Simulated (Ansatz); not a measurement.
## Cubic perovskite BaZrO3

The numbers are results of LDA (plane waves, PAW; Ansatz, a program for electronic structure), not measurements.

Run with plane-wave cutoff 520 eV, 6×6×6 k mesh, perturbation theory, scalar-relativistic PAW data made under PBE.

Cell: measured lattice: a = b = c = 4.1910 Å, α = β = γ = 90.00°.

| Property | Value |
|---|---|
| high-frequency dielectric constant | 4.91 |

Note: the run finds an imaginary mode (63i cm⁻¹), so the cell is a saddle point at this level; the cell isn't this level's own, so it is under some stress, which shifts stiffness and frequencies.

Spin–orbit coupling is not included.

Cost on a shared machine: roughly 8 core-minutes.
